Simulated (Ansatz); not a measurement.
**CdS: biaxial strain −2.40 %, plane normal [001], relaxed out of plane**

The parent structure is CdS in the wurtzite structure (space group P6_3mc, No. 186; a = 4.1962 Å, c = 6.8295 Å). Axes: x lies along a and z along c of the hexagonal cell.

Perturbation: compressive biaxial strain of 2.40 % in the plane normal to [001], as in epitaxy on a mismatched substrate; the out-of-plane cell vector and the atoms relax.

The values are results of PBE (Ansatz, a quantum-chemistry and plane-wave program, PAW, without spin-orbit coupling), not measurements. k-mesh 9×9×5 (Γ-centred); smearing 0.05 eV (Fermi–Dirac).

| quantity | base | changed | shift |
|---|---|---|---|
| volume per atom | 26.04 Å³ | 25.32 Å³ | -0.72 Å³ |
| shortest interatomic distance | 4.848 bohr | 4.802 bohr | -0.046 bohr |
| band gap | 1.11 eV | 1.07 eV | -0.04 eV |
| gap character | direct at Γ | direct at Γ | – |
| width of the top valence band | 1.55 eV | 1.67 eV | +0.12 eV |
| electron mass | 0.12 mₑ along c, 0.13 mₑ across (at Γ) | 0.11 mₑ out of plane, 0.13 mₑ in plane (at Γ) | – |
| valence-band top at Γ (three highest levels, from the VBM) | 0.00, 0.00, -0.04 eV | 0.00, 0.00, -0.21 eV | – |
| out-of-plane strain | – | +2.08 % | – |
| ratio −ε⊥/ε∥ | – | 0.87 | – |
| mean in-plane stress (compression positive) | – | +2.2 GPa | – |

Cost of the whole job for the changed cell (relaxation, final SCF and bands): around 80 core-seconds (rough).

Masses are band curvatures over ±0.01 Å⁻¹ around the edge. Whether these cells are dynamically stable was not tested.
